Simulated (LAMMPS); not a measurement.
An MD run on C (diamond structure), 512 atoms, at 2400 K and 5 GPa, heated as the crystal.

Model: classical MD, pair style lcbop, file C.lcbop; code LAMMPS.

```yaml
state_found: crystal; no diffusion seen in 21 ps
density: 3.3962 ± 0.0004 g/cm³
volume_per_atom: 5.8727 ± 0.0007 Å³/atom
enthalpy_per_atom: -6.519 ± 0.002 eV/atom
first peak of g(r): 1.54 Å, height 3.2
coordination_number: 4.00 (counted to 2.06 Å)
most common C-C-C angle: at the 3° bin centred on 109.5°, after smoothing over three bins (mean of all 109°)
mean frequency of the vibrational (phonon) density of states: 27.9 THz
cost: roughly 12 core-minutes
```

Potential: file C.lcbop of the LAMMPS distribution; its header cites Los and Fasolino, Phys Rev B 68, 024107 (2003).

Caution: in nature this polymorph isn't the stable one over the whole range of temperature at this pressure, and short runs keep a crystal in its starting form. Caution: a run this short can hold a crystal over, or a liquid under, the potential's own melting point, which these runs don't give.

States go by the mean squared displacement: a species diffuses where it passes 1.5 Å², still rises and gives D over 1e-6 cm²/s; a crystal has left its structure where atoms lie 0.35 Å off their sites on average or a cubic box changes its shape by 3 %, or the axial ratios of another lie 8 % off the starting cell's, which the potential's own relaxation can also do.

The ± values are statistical; the model's systematic error is not in them.
